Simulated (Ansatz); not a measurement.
Results of LDA (Ansatz, a program for electronic structure, plane waves, PAW) for InGaN2 (model structure, started from the LiGaO2 type, Pna2₁, No. 33, 16 atoms in the cell).

Settings: plane-wave cutoff 520 eV, 6×6×6 k mesh, Fermi–Dirac smearing 0.01 eV, scalar-relativistic PAW data made under PBE.

Cell (relaxed with PBEsol):

```cif
data_Ga4In4N8
_chemical_formula_sum 'In4 Ga4 N8'
_space_group_name_H-M_alt 'Pna21'
_space_group_IT_number 33
_space_group_name_Hall 'P 2c -2n'
_cell_length_a 5.79324
_cell_length_b 6.72844
_cell_length_c 5.44283
_cell_angle_alpha 90.000
_cell_angle_beta 90.000
_cell_angle_gamma 90.000
loop_
_atom_site_label
_atom_site_type_symbol
_atom_site_symmetry_multiplicity
_atom_site_Wyckoff_symbol
_atom_site_fract_x
_atom_site_fract_y
_atom_site_fract_z
_atom_site_occupancy
In1 In 4 a 0.08916 0.62384 0.00356 1
Ga1 Ga 4 a 0.07724 0.12571 0.00525 1
N1 N 4 a 0.06540 0.10901 0.36327 1
N2 N 4 a 0.09927 0.64093 0.40111 1
```

### Question
Give the computed band gap.

### Answer

- band gap: 0.66 eV

Note: the relaxation could raise the start's symmetry but not lower it, so the cell can be a saddle point; cell and atoms aren't relaxed at this level (pressure -4.6 GPa).

Spin–orbit coupling is not included.

The computed numbers hold no vibrational or temperature effects.

It cost roughly 3 core-minutes of CPU time.

A model structure was made by putting elements into a prototype or built by hand; it is no filed structure, need not be a known phase, and can be a saddle point held by its symmetry.
